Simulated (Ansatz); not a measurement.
Inside the gap of an insulator the Bloch states are evanescent, with a wavenumber k + iκ along the transport direction.

Input:

```yaml
crystal:
  lattice:
    - [3.70689, 0.00000, 0.00000]
    - [0.00000, 3.70689, 0.00000]
    - [1.85344, -1.85344, 4.71136]
  atoms:
    - { symbol: Ti, position: [0.00000, 0.00000, 0.00000] }
    - { symbol: Ti, position: [0.25000, 0.25000, 0.50000] }
    - { symbol: O, position: [0.04285, 0.45715, 0.91430] }
    - { symbol: O, position: [0.79285, 0.20715, 0.41430] }
    - { symbol: O, position: [0.20715, 0.79285, 0.58570] }
    - { symbol: O, position: [0.45715, 0.04285, 0.08570] }
```

The cell is strained (all lengths scaled by 0.98); by r2SCAN it stands under a pressure of 14.1 GPa.

Transport runs along the normal of the first two printed cell vectors, the (001) plane of the conventional cell.

The gap is the functional's own. No spin-orbit coupling. Mid-gap values are those at the computed energy nearest the middle.

**Question.** State the band gap and the smallest decay constant κ at mid-gap according to r2SCAN in Ansatz (a program for electronic structure).

**Answer.** Gap 2.70 eV on a 10×10×10 mesh; κ = 0.416 1/Å, at (0.500, 0.500) of the in-plane reciprocal vectors. At the zone centre the slowest state has κ = 0.47 1/Å.
